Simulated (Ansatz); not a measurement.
Input:

```yaml
crystal:
  lattice:
    - [3.12667, 0.00000, 0.00000]
    - [-1.56333, 2.70777, 0.00000]
    - [0.00000, 0.00000, 11.99301]
  atoms:
    - { symbol: Mo, position: [0.33333, 0.66667, 0.25000] }
    - { symbol: Mo, position: [0.66667, 0.33333, 0.75000] }
    - { symbol: S, position: [0.33333, 0.66667, 0.61982] }
    - { symbol: S, position: [0.66667, 0.33333, 0.11982] }
    - { symbol: S, position: [0.66667, 0.33333, 0.38018] }
    - { symbol: S, position: [0.33333, 0.66667, 0.88018] }
```

No spin polarisation.

Computed with PBEsol-D3(BJ), PAW, 420 eV (Ansatz, an electronic-structure program; without spin-orbit coupling). Settings: 12×12×3 k-points, 0.05 eV Fermi–Dirac smearing.

Task: Predict the smallest direct gap and gap character.

Result: 
```json
{
 "smallest_direct_gap": "1.76 eV",
 "gap_character": "indirect, Γ → K–Γ (44 % along)"
}
```

Load acts through the strain it causes; cell and atoms are relaxed under it. No phonon test of stability was made. The cell was made from MoS₂ in the 2H-MoS2 type structure (space group P6_3/mmc, No. 194; layered, stacked along the Cartesian z axis) by this change: pressure −2 GPa.
